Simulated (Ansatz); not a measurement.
We consider Ce₂C₃ (I-43d, No. 220; cell taken from a computed entry), described by r²SCAN-D4 in Ansatz (plane waves, PAW).

Settings: plane-wave cutoff 500 eV, 8×8×8 k mesh, Fermi–Dirac smearing 0.05 eV, no spin polarisation, scalar-relativistic PAW data made under PBE.

Computed at the level's own relaxed cell.

Question: What does this level give for the equilibrium volume per atom and lattice parameter a?

Answer: 
- equilibrium volume per atom: 14.70 Å³/atom
- lattice parameter a: 8.377 Å

Note: the relaxation could not lower the start's symmetry, so the cell can be a saddle point above a distorted one; the 4f shell is treated without U or exact exchange, so its levels and filling can be wrong.

Spin–orbit coupling is not included.

Ansatz is a first-principles code.
